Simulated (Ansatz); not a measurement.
System: BN (model structure, started from the SiC type, P3m1, No. 156, 20 atoms in the cell). Method: r²SCAN (PAW; Ansatz, a program for electronic structure).

Settings: plane-wave cutoff 560 eV, 18×18×2 k mesh (along the axes of the cell as run), Fermi–Dirac smearing 0.01 eV, scalar-relativistic PAW data made under PBE.

Cell (relaxed at this level):

```yaml
crystal:
  lattice:
    - [2.54883, 0.00000, 0.00000]
    - [-1.27442, 2.20736, 0.00000]
    - [0.00000, 0.00000, 20.91835]
  atoms:
    - { symbol: B, position: [0.00000, 0.00000, 0.19983] }
    - { symbol: B, position: [0.00000, 0.00000, 0.40004] }
    - { symbol: B, position: [0.33333, 0.66667, 0.29967] }
    - { symbol: B, position: [0.00000, 0.00000, 0.60021] }
    - { symbol: B, position: [0.33333, 0.66667, 0.99984] }
    - { symbol: B, position: [0.33333, 0.66667, 0.70002] }
    - { symbol: B, position: [0.66667, 0.33333, 0.90000] }
    - { symbol: B, position: [0.00000, 0.00000, 0.80039] }
    - { symbol: B, position: [0.66667, 0.33333, 0.10022] }
    - { symbol: B, position: [0.66667, 0.33333, 0.49985] }
    - { symbol: N, position: [0.33333, 0.66667, 0.77537] }
    - { symbol: N, position: [0.33333, 0.66667, 0.07520] }
    - { symbol: N, position: [0.00000, 0.00000, 0.67491] }
    - { symbol: N, position: [0.00000, 0.00000, 0.27457] }
    - { symbol: N, position: [0.66667, 0.33333, 0.17494] }
    - { symbol: N, position: [0.66667, 0.33333, 0.57520] }
    - { symbol: N, position: [0.00000, 0.00000, 0.47474] }
    - { symbol: N, position: [0.66667, 0.33333, 0.97475] }
    - { symbol: N, position: [0.33333, 0.66667, 0.37503] }
    - { symbol: N, position: [0.00000, 0.00000, 0.87511] }
```

Question: Give the computed band gap, smallest direct gap on the k points sampled and Γ–Γ gap.

Answer: 
- band gap = 5.78 eV (indirect)
- smallest direct gap on the k points sampled = 7.87 eV
- Γ–Γ gap = 9.39 eV

Note: the relaxation could raise the start's symmetry but not lower it, so the cell can be a saddle point.

Static lattice: no zero-point or thermal effects.

It cost around 2.8 core-minutes (rough) of CPU time.

A model structure was made by putting elements into a prototype or built by hand; it is no filed structure, need not be a known phase, and can be a saddle point held by its symmetry.
